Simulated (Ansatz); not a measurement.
Levels about the gap of amorphous Ga24O38Hf (63 atoms in a cell of 768 Å³, 5.32 g/cm³; zone centre alone, so wide bands show as single levels with stretches between that a denser mesh fills), at the geometry that PBE relaxed, where it gives 0.1 GPa on a denser mesh. Exact exchange is cut at the faces of this small cell, which leaves a finite-size error. The participation number counts the atoms over which a state spreads; weights are charges in smoothed Voronoi cells. The levels come from a single point, so bond lengths are those of that geometry. Method of the levels: HSE06, scalar-relativistic without spin-orbit coupling (Ansatz, a quantum-chemistry and plane-wave program). Sampling: the zone centre alone; Fermi-Dirac width 0.02 eV; no spin polarisation. At PBE the levels at the filled edge of the gap are localised (band-tail or defect states).

It comes from a melt-quench run on a machine-learned potential (CHGNet), relaxed afterwards by DFT. O atoms were pushed apart under 1.9 Å during the dynamics, to hinder bonds among them. The hot cell started wider than the set density and was brought back towards it in steps. It is the lowest in DFT energy of 2 quenches. It is a model cell: composition and starting density were chosen by hand, and all elements were melted together. No dispersion term was used. Its density started from a set value of 5.20 and ended at 5.32 g/cm³. The simulated quench (nominally 280 K/ps over its main leg) is rapid and tends to freeze in more defects than a deposited or slowly cooled glass has. Values belong to this one cell and scatter from quench to quench. Volume and shape were free in the relaxation.

| E - E(highest filled), eV | filling | participation number | largest on | weight O | weight Ga | weight Hf |
|---|---|---|---|---|---|---|
| -0.36 | filled | 12.5 | O, 3 neighbours | 0.95 | 0.05 | 0.00 |
| -0.28 | filled | 22.3 | O, 3 neighbours | 0.94 | 0.06 | 0.00 |
| -0.20 | filled | 7.6 | O, 3 neighbours | 0.95 | 0.05 | 0.00 |
| -0.17 | filled | 13.1 | O, 3 neighbours | 0.95 | 0.05 | 0.00 |
| -0.14 | filled | 9.5 | O, 3 neighbours | 0.95 | 0.04 | 0.01 |
| -0.02 | filled | 14.2 | O, 3 neighbours | 0.96 | 0.04 | 0.00 |
| 0.00 | filled | 11.7 | O, 3 neighbours | 0.96 | 0.04 | 0.00 |
| 3.37 | empty | 56.4 | Ga, 5 neighbours | 0.52 | 0.47 | 0.01 |
| 5.96 | empty | 20.3 | Ga, 4 neighbours | 0.53 | 0.45 | 0.02 |
| 6.14 | empty | 43.4 | Ga, 5 neighbours | 0.56 | 0.43 | 0.01 |
| 6.27 | empty | 32.1 | Ga, 4 neighbours | 0.50 | 0.49 | 0.01 |
| 6.38 | empty | 28.6 | Ga, 5 neighbours | 0.56 | 0.44 | 0.01 |
| 6.60 | empty | 35.2 | Ga, 5 neighbours | 0.55 | 0.44 | 0.01 |
| 6.68 | empty | 44.4 | Ga, 5 neighbours | 0.55 | 0.43 | 0.01 |

Most localised among these is the filled level at -0.20 eV, on a O atom, which has 3 neighbours (Ga 1.87 Å, Ga 1.94 Å, Hf 2.19 Å).
